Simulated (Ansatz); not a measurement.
O on the 1x1 (111) surface of fcc Ni, ferromagnetic, one in a 2x2 cell: adsorption energies (eV for each) against ½ O2(g) in Ansatz (plane waves, PAW). Structures relaxed with PBE; the other functionals are single points on them, with slab and gas at the same level. No dispersion, zero-point or thermal terms. Rows are starts at which the adsorbate stayed; left out, since it moved away, changed or didn't bind there, or the run didn't converge: bridge Ni-Ni (span 2.5 Å).

Model: 17-atom slab, 6.0 Å thick at the start under the adsorbate (thin: gaps and levels are the slab's own), 7x7x1 mesh, Fermi-Dirac 0.1 eV, dipole correction, 8 atoms held, the rest relaxed; each run with such symmetry as its start has; spin-polarised, no spin-orbit, no U, no dispersion correction.

| site | PBE | RPBE |
|---|---|---|
| top Ni | -0.41 | -0.27 |
| hollow Ni-Ni-Ni over Ni at depth 2.0 Å | -2.22 | -1.92 |
| hollow Ni-Ni-Ni over Ni at depth 4.0 Å | -2.32 | -2.02 |

RPBE moves the energies by 0.25 eV on average against PBE and puts 'hollow Ni-Ni-Ni over Ni at depth 4.0 Å' lowest, as PBE does.

Ansatz is a program for electronic structure.
